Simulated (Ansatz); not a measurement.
Hypothetical cubic perovskite TlPbF3: element substitutions

Start from TlPbF$_{3}$ in the cubic perovskite structure (space group Pm-3m, No. 221; a = 4.854 Å; a hypothetical phase, not in the database extracts checked).

Each row replaces one element on all its sites; cell and atoms are relaxed.

Levels (all Ansatz, a first-principles code, PAW): PBE (420 eV, no spin-orbit coupling); r2SCAN (500 eV, no SOC).

The base cell above is that of PBE; each level relaxes its own structures.

| case | band gap, PBE | band gap, r2SCAN |
|---|---|---|
| Pb → Si | 0.63 eV | 0.46 eV |
| Pb → Bi | zero | zero |
| F → Cl | 1.94 eV | 1.99 eV |

The two levels differ by at most about 0.17 eV. They put the cases in the same order.

With Pb and Tl present, leaving out spin-orbit coupling can change the band edges. No phonon test of stability was made. As relaxed here, TlSiF3, TlBiF3 and TlPbCl3 are hypothetical phases, not in the database extracts checked. All final runs are without spin polarisation. An odd electron count without spin: TlBiF3. Many cubic perovskites are stable only at high temperature; tilts and polar distortions were not tested.
